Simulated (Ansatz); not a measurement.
Given:

```
BP
1.0
    0.00000     2.24526     2.20036
    2.24526     0.00000     2.20036
    2.24526     2.24526     0.00000
B P
1 1
Direct
  0.00000   0.00000   0.00000
  0.25000   0.25000   0.25000
```

No spin polarisation.

Method: DFT with LDA, PAW potentials and a 420 eV plane-wave cutoff in Ansatz (an electronic-structure program), no spin-orbit coupling. Γ-centred 13×13×13 mesh, Fermi–Dirac width 0.05 eV.

### Question
What is the computed valence-band top at Γ (three highest levels, from the VBM)?

### Answer
0.00, -0.20, -0.20 eV.

### Question
Estimate the pressure (mean of the normal stresses, compression positive).

### Answer
3.67 GPa.

### Question
What hole mass does the calculation give?

### Answer
0.38 mₑ along z, 0.24 mₑ across (at Γ).

The levels and masses belong to the bands next to the band gap. The cells carry an imposed strain or load. Masses are band curvatures over ±0.01 Å⁻¹ around the edge. No phonon test of stability was made. The cell was made from BP in the zinc blende structure (space group F-43m, No. 216) by this change: uniaxial strain ε_zz = −2.00 %.
